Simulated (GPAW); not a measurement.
Worked example: self-consistent single point of NiSi2 (Fm-3m, 3 atoms in the cell) in GPAW

Computed with PBE, GPAW PAW datasets PBE (gpaw-data 1.0.1) (plane waves; GPAW 25.7.0).

The input file:

```python
from ase import Atoms
from ase.units import GPa
from gpaw import GPAW

atoms = Atoms(['Si', 'Si', 'Ni'],
              cell=[[0.000000, 2.736378, 2.736378],
                    [2.736378, 0.000000, 2.736378],
                    [2.736378, 2.736378, 0.000000]],
              positions=[[1.368189, 1.368189, 1.368189],
                         [4.104567, 4.104567, 4.104567],
                         [0.000000, 0.000000, 0.000000]],
              pbc=True)

calc = GPAW(mode={'name': 'pw', 'ecut': 800},
            xc='PBE',
            kpts={'size': (14, 14, 14), 'gamma': True},
            occupations={'name': 'fermi-dirac', 'width': 0.05},
            nbands=-9,
            symmetry={'symmorphic': False, 'tolerance': 0.0005},
            maxiter=150)

atoms.calc = calc

energy = atoms.get_potential_energy()
print('Energy (eV):', round(energy, 6))
forces = atoms.get_forces()
print('Forces (eV/Ang):')
print(forces.round(5))
stress = atoms.get_stress()
print('Stress (GPa, Voigt):', (stress / GPa).round(4))
```

Output, abridged:

```
Input parameters:
  kpts: {gamma: True,
         size: (14, 14, 14)}
  maxiter: 150
  mode: {ecut: 800,
         name: pw}
  nbands: -9
  occupations: {name: fermi-dirac,
                width: 0.05}
  symmetry: {symmorphic: False,
             tolerance: 0.0005}
  xc: PBE

species:
  Si:
    name: Silicon
    Z: 14.0
    valence: 4
    core: 10
    charge: 0.0
    file: Si.PBE.gz

    # Using partial waves for Si as LCAO basis

  Ni:
    name: Nickel
    Z: 28.0
    valence: 16
    core: 12
    charge: 0.0
    file: Ni.PBE.gz

    # Using partial waves for Ni as LCAO basis

Reference energy: -57140.686948  # eV

Spin-paired calculation

Convergence criteria:
 Maximum [total energy] change in last 3 cyles: 0.0005 eV / valence electron
 Maximum integral of absolute [dens]ity change: 0.0001 electrons / valence electron
 Maximum integral of absolute [eigenst]ate change: 4e-08 eV^2 / valence electron
 Maximum number of scf [iter]ations: 150

Symmetries present (total): 48
Symmetries with fractional translations: 0
2744 k-points: 14 x 14 x 14 Monkhorst-Pack grid + [1/28,1/28,1/28]
104 k-points in the irreducible part of the Brillouin zone
       k-points in crystal coordinates                weights
   0:     0.00000000    0.00000000    0.00000000          1/2744
   1:     0.07142857    0.07142857    0.00000000          6/2744
   2:     0.07142857    0.07142857    0.07142857          8/2744
   [... 7 lines left out ...]
          ...
 103:     0.50000000    0.50000000    0.50000000          4/2744

Wave functions: Plane wave expansion
  Cutoff energy: 800.000 eV
  Number of coefficients (min, max): 2077, 2134
  Pulay-stress correction: 0.000000 eV/Ang^3 (de/decut=0.000000)

Occupation numbers: Fermi-Dirac:
  width: 0.0500  # eV

Eigensolver

Densities:
  Coarse grid: 27*27*27 grid
  Fine grid: 54*54*54 grid
  Total Charge: 0.000000

Density mixing:
  Method: separate
  Backend: pulay
  Linear mixing parameter: 0.05
  old densities: 5
  Damping of long wavelength oscillations: 50

Hamiltonian:
  XC and Coulomb potentials evaluated on a 54*54*54 grid
  External potential:
    NoExternalPotential

XC parameters: PBE with 2 nearest neighbor stencil

Number of atoms: 3
Number of atomic orbitals: 20
Number of bands in calculation: 21
Number of valence electrons: 24
Bands to converge: occupied

Density initialized from atomic densities
  20 bands from LCAO basis set
  1 band from random numbers

Atomic positions and initial magnetic moments

Positions:
   0 Si     1.368189    1.368189    1.368189    ( 0.0000,  0.0000,  0.0000)
   1 Si     4.104567    4.104567    4.104567    ( 0.0000,  0.0000,  0.0000)
   2 Ni     0.000000    0.000000    0.000000    ( 0.0000,  0.0000,  0.0000)

Unit cell:
           periodic     x           y           z      points  spacing
  1. axis:    yes    0.000000    2.736378    2.736378    27     0.1170
  2. axis:    yes    2.736378    0.000000    2.736378    27     0.1170
  3. axis:    yes    2.736378    2.736378    0.000000    27     0.1170

  Lengths:   3.869823   3.869823   3.869823
  Angles:   60.000000  60.000000  60.000000

Effective grid spacing dv^(1/3) = 0.1277

     iter     time        total  log10-change:
                         energy   eigst   dens
iter:   1 --:--:--   -19.719553
iter:   2 --:--:--   -19.458311   -0.44  -1.17
iter:   3 --:--:--   -19.239181   -1.07  -1.20
iter:   4 --:--:--   -19.130102   -2.00  -1.27
iter:   5 --:--:--   -19.130503   -2.73  -1.68
iter:   6 --:--:--   -19.299991   -2.10  -2.07
iter:   7 --:--:--   -19.138612   -2.14  -1.73
iter:   8 --:--:--   -19.136968   -4.39  -2.75
iter:   9 --:--:--   -19.139427c  -4.03  -3.02
iter:  10 --:--:--   -19.138396c  -5.36  -2.69
iter:  11 --:--:--   -19.136902c  -4.41  -2.80
iter:  12 --:--:--   -19.136889c  -5.51  -3.58
iter:  13 --:--:--   -19.136887c  -7.56c -4.14c

Converged after 13 iterations.

Dipole moment: (-0.000000, 0.000000, -0.000000) |e|*Ang

Energy contributions relative to reference atoms: (reference = -57140.686948)

Kinetic:        +10.976076
Potential:       -6.988014
External:        +0.000000
XC:             -23.167712
Entropy (-ST):   -0.007220
Local:           +0.046373
SIC:             +0.000000
--------------------------
Free energy:    -19.140497
Extrapolated:   -19.136887

Showing only first 2 kpts
 Kpt  Band  Eigenvalues  Occupancy
  0    10     10.92728    0.00000
  0    11     10.92728    0.00000
  0    12     10.92728    0.00000
  0    13     11.48166    0.00000

  1    10      9.94484    0.00000
  1    11      9.94484    0.00000
  1    12     11.03793    0.00000
  1    13     11.21998    0.00000

Fermi level: 9.22310

No gap
No difference between direct/indirect transitions
Energy (eV): -19.136887

Forces in eV/Ang:
  0 Si   -0.00000    0.00000    0.00000
  1 Si    0.00000    0.00000    0.00000
  2 Ni    0.00000   -0.00000   -0.00000

Stress tensor:
     0.005652     0.000000     0.000000
     0.000000     0.005652    -0.000000
     0.000000    -0.000000     0.005652
Stress (GPa, Voigt): [ 0.9055  0.9055  0.9055 -0.      0.      0.    ]
```

The run converged in 13 iterations. GPAW prints stress with tension positive.

The starting cell has typed, rounded lattice constants, without a prior relaxation at this level. Its lattice was rescaled by a random factor within 2.5 % of one. Spin polarisation is off.

Cost on one core of a shared machine: roughly 60 s.
